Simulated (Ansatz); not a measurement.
The starting structures come from a database of crystals and need not be the phases stable at ambient conditions.

Tunnelling through a barrier is set by its complex band structure: the current falls as exp(−2κd) with the smallest κ.

Given:

```
TiO2
1.0
    3.76694     0.00000     0.00000
    1.88347     6.15358     0.00000
    0.00000     1.92833     6.32896
Ti O
4 8
Cartesian
  3.76694   3.78461   4.53306
  1.88347   4.29729   1.79591
  1.88347   6.29361   4.49610
  3.76694   1.78830   1.83287
  1.88347   6.14890   2.34159
  3.76694   1.93301   3.98737
  3.76694   5.81688   4.47205
  1.88347   2.26502   1.85692
  1.88347   4.52814   0.02981
  3.76694   3.55376   6.29915
  3.76694   3.91291   2.19931
  1.88347   4.16900   4.12965
```

Space group of this cell: C2/m. The cell is taken as given; by r2SCAN its mean pressure is -5.6 GPa.

Transport runs along the normal of the first two printed cell vectors.

The gap is the functional's own, uncorrected, and κ follows it; spin-orbit coupling is left out. Mid-gap values are interpolated between the computed energies.

Compute, with r2SCAN in Ansatz (a program for electronic structure), the band gap and the smallest decay constant κ at mid-gap.

Gap 3.11 eV on a 8×8×6 mesh; κ = 0.382 1/Å, at the zone centre.
